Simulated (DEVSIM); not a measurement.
## GaN p-n junction from an implanted or diffused profile

System: GaN p-n junction from an implanted or diffused profile, at 300 K.

```
layer (left to right)  material  thickness (μm)  Nd (cm⁻³)  τn (s)  τp (s)
---------------------  --------  --------------  ---------  ------  ------
1                           GaN            9.00       8e14  1.3e-8  1.3e-8
```

Added acceptor profile: 3.8e18 cm⁻³ × exp(−(x − 0 μm)²/(2·(0.028 μm)²)). Left contact: ohmic. Right contact: ohmic. Voltage is applied to the left contact. Recombination: SRH at mid-gap, Auger. Mobility is constant in doping.

The device is made up for the run: typed textbook-type constants, with dimensions and the other settings drawn at random. Values at 300 K.

```tsv
parameter	GaN
gap (eV)	3.43
affinity (eV)	4.1
permittivity	9.5
Nc (cm⁻³)	2.3e18
Nv (cm⁻³)	4.6e19
μn (cm²/Vs)	1200
μp (cm²/Vs)	100
Cn (cm⁶/s)	1e-30
Cp (cm⁶/s)	1e-30
```

DEVSIM, 1D drift-diffusion, Boltzmann statistics, complete ionisation; no tunnelling, impact ionisation, image-force lowering or self-heating.

Potential step across the device at zero bias: 3.160 V
Dark forward voltage at 1 A/cm²: 2.934 V
Dark forward voltage at 100 A/cm²: 3.209 V

Dark forward current:

(V (V), J (A/cm²)): (1.50, 2.2e-14); (1.85, 2.2e-11); (1.95, 1.6e-10); (2.10, 3.2e-9); (2.25, 6.4e-8); (2.35, 4.9e-7); (2.50, 1.1e-5); (2.60, 9.0e-5); (2.75, 0.0036); (2.90, 0.39); (3.00, 4.8); (3.15, 54); (3.30, 210); (3.40, 370); (3.55, 680); (3.65, 900); (3.80, 1200); (3.95, 1600); (4.05, 1800); (4.20, 2000)

Small-signal capacitance in reverse bias (quasi-static):

```tsv
V (V)	C (nF/cm²)
-0.2	4.09
-0.5	3.91
-1	3.65
-1.5	3.45
-2	3.27
-3	2.99
-4	2.76
-5	2.59
-6.5	2.37
-8	2.21
-10	2.03
```
